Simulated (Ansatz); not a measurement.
Amorphous Li45P15O60, 120 atoms at 2.18 g/cm³, one PBE-relaxed geometry, zone centre. Methods: PBE, scalar-relativistic without spin-orbit coupling (Ansatz, an electronic-structure program); r2SCAN, scalar-relativistic without spin-orbit coupling (Ansatz); HSE06, scalar-relativistic without spin-orbit coupling (Ansatz). Plane waves to 420 eV (r2SCAN 500 eV); exact exchange is cut at the cell's faces. At PBE the levels at the filled edge of the gap are localised (band-tail or defect states), and the nearest spread-out levels lie 5.1 eV apart at the zone centre. All rungs ran without spin polarisation.

Preparation: random packing, a CHGNet melt and quench, and a DFT relaxation. O atoms were pushed apart under 1.9 Å during the dynamics, to hinder bonds among them. The hot cell started wider than the set density and was brought back towards it in steps. It is the lowest in DFT energy of 2 quenches. It is a model cell: composition and starting density were chosen by hand, and all elements were melted together. No dispersion term was used. Its density started from a set value of 2.26 and ended at 2.18 g/cm³. The quench (nominally 490 K/ps over its main leg) was far faster than any real one, so the model tends to hold more defects than a real film. One small periodic cell is one sample of the glass; other quenches scatter about these values. The volume was free in the relaxation, at fixed shape. Stress components on the final sampling reach 1.7 GPa.

The relaxation ran on the zone centre alone. At PBE the level gap is 3.86 eV on a 2×2×2 Γ-centred mesh, and the spacing at the zone centre alone 3.86 eV.

Task: What zone-centre spacing does r2SCAN give, roughly?

Result: 4.31 eV (+0.45 eV against PBE).

Task: What zone-centre spacing does HSE06 give, roughly?

Result: 5.39 eV (+1.54 eV against PBE).

The highest filled and the lowest empty state spread over these numbers of atoms (participation numbers): PBE: 3.8 and 90.8; r2SCAN: 3.8 and 85.4; HSE06: 3.6 and 85.5.
